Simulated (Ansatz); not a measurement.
In (model structure, Fd-3m, No. 227, 2 atoms in the cell), treated with LDA in Ansatz (PAW).

Run with plane-wave cutoff 520 eV, 14×14×14 k mesh, Fermi–Dirac smearing 0.05 eV, scalar-relativistic PAW data made under PBE.

Cell (relaxed at this level):

```xyz
2
Lattice="0.0000 3.2331 3.2331 3.2331 0.0000 3.2331 3.2331 3.2331 0.0000" Properties=species:S:1:pos:R:3 pbc="T T T"
In     0.0000     0.0000     0.0000
In     1.6165     1.6165     1.6165
```

Q: What does this level give for the bulk modulus B0?

A: 
- bulk modulus B0 = 32.1 GPa

The run finds no gap.

Note: the bulk modulus is −V dP/dV from two relaxed cells at ±2 % in volume; the relaxation could raise the start's symmetry but not lower it, so the cell can be a saddle point.

Spin–orbit coupling is not included.

A model structure was made by putting elements into a prototype or built by hand; it is no filed structure, need not be a known phase, and can be a saddle point held by its symmetry.

Ansatz is a quantum-chemistry and plane-wave program.
